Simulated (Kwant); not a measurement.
Device: wire with a side stub in a In0.53Ga0.47As two-dimensional gas. Effective mass 0.041 mₑ, grid spacing 8.3 nm, hard walls, nominal width 200 nm (25 grid rows, so walls 215.8 nm apart), one parabolic valley, scattering region 600 nm long along x; energies count from the band bottom; Fermi energy swept from 0.00018343 to 0.0021782 eV. Closed stub on one side, 190 nm wide and 130 nm deep.

The device is made up for the run: typed textbook-type constants, with dimensions and the other settings drawn at random.

Kwant, effective-mass tight-binding model on a square grid, one spin, coherent transport at 0 K. Conductance is in e²/h.

Density of the scattering states that come in from the left lead, at energy = 0.00068632 eV, in bins, relative to the largest site value (x marks bins outside the device):

```
|xxxxxxxxxxxxxxx00000000000000xxxxxxxxxxxxxxx|
|xxxxxxxxxxxxxxx00000000000000xxxxxxxxxxxxxxx|
|xxxxxxxxxxxxxxx00000000000000xxxxxxxxxxxxxxx|
|xxxxxxxxxxxxxxx00000000000000xxxxxxxxxxxxxxx|
|xxxxxxxxxxxxxxx00000000010000xxxxxxxxxxxxxxx|
|xxxxxxxxxxxxxxx00000000011000xxxxxxxxxxxxxxx|
|xxxxxxxxxxxxxxx00010000011100xxxxxxxxxxxxxxx|
|xxxxxxxxxxxxxxx01111000011110xxxxxxxxxxxxxxx|
|00000000000000011221000012221000000000000000|
|00000000000000122322100012332111000000000000|
|22111111222222234443210123454432221111111111|
|44322223444444445554322234666654433322223333|
|76433345667655556666544445677766554444444445|
|87543456788765556777765555677777665555555566|
|98654457899865556688876655667777766666666666|
|98654568999865445689988765555666667777777766|
|87654567899754334578998765444455566666666666|
|76544457787643223467887654333334455666665555|
|65433345666532112356676543222223344455544444|
|33222223443321101234444322111111222333333222|
|11111111111100000011222111000000111111111111|
|00000000000000000000000000000000000000000000|
```
Scale: ten equal steps from 0.000 (start of '0') to 0.993 (end of '9'), in the order '0123456789'; x runs from -292 to 292, y from -92.2 (bottom) to 217 (top).

The conductance there is 0.97 e²/h with 1 open channel(s) in the leads.
